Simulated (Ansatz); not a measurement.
What Ga interstitial (started 1.95 Å from the nearest host atom), symmetric start does to GaN

Take a 16-atom supercell of GaN in the zinc blende structure (space group F-43m, No. 216; a = 4.498 Å) at its relaxed geometry as the base.

It is then changed as follows: a neutral Ga interstitial (started 1.95 Å from the nearest host atom), symmetric start, atoms relaxed at fixed cell.

The values are results of r2SCAN (Ansatz, an electronic-structure program; PAW; 500 eV plane waves; no SOC), not measurements. k-mesh 5×5×5 (Γ-centred); smearing 0.01 eV (Fermi–Dirac).

```yaml
pressure: 27.0 GPa (base 0.0 GPa)
final_site_of_the_added_atom: 4 N at 2.04 Å (tetrahedral)
```

Other magnetic orders, which the real material may have, were not ruled out. The cell is small, so the values are those of an ordered compound at a high defect concentration; dilute-limit values will differ. A case with no gap was solved on a k-mesh chosen for an insulator, which is coarse for it. The defect started on the symmetric site and kept its symmetry, so it may sit on a saddle. Starting moments died away, wholly or in part, for Ga interstitial (started 1.95 Å from the nearest host atom); another magnetic solution may exist. The defect cell is spin-polarised and ends with 0.0 μB. This is not the structure that GaN has at room temperature and ambient pressure.
